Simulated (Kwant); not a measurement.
Kwant, Hückel tight-binding model, one pz orbital an atom, one spin, coherent transport at 0 K. Conductance is in e²/h.

Device: π system c1ccc2nc3ccccc3nc2c1 between two chain leads. The π system is taken as planar. Atoms are numbered from 0 in the order of the SMILES. Site energies (eV, carbon 0): [0.0, 0.0, 0.0, 0.0, -1.35, 0.0, 0.0, 0.0, 0.0, 0.0, 0.0, -1.35, 0.0, 0.0]. Bonds (i, j, β in eV): (0,1,-2.7) (1,2,-2.7) (2,3,-2.7) (3,4,-2.7) (4,5,-2.7) (5,6,-2.7) (6,7,-2.7) (7,8,-2.7) (8,9,-2.7) (9,10,-2.7) (10,11,-2.7) (11,12,-2.7) (12,13,-2.7) (13,0,-2.7) (12,3,-2.7) (10,5,-2.7). Leads: chains of hopping −4.1 eV, joined by −0.81 eV to atoms 0 and 6.

Site energies and bond integrals are typed Hückel values.

Sweep values stay those of the base run.

One input was changed, with this effect: transmission at E = 0 0.00039 → 0.0016.

Task: Which change was it?
A) contacts moved from atoms [0, 6] to [0, 13]
B) contacts moved from atoms [0, 6] to [0, 1]
C) contacts moved from atoms [0, 6] to [0, 9]
D) contacts moved from atoms [0, 6] to [2, 6]
E) contacts moved from atoms [0, 6] to [2, 13]
F) contacts moved from atoms [0, 6] to [0, 2]

Result: C, contacts moved from atoms [0, 6] to [0, 9]
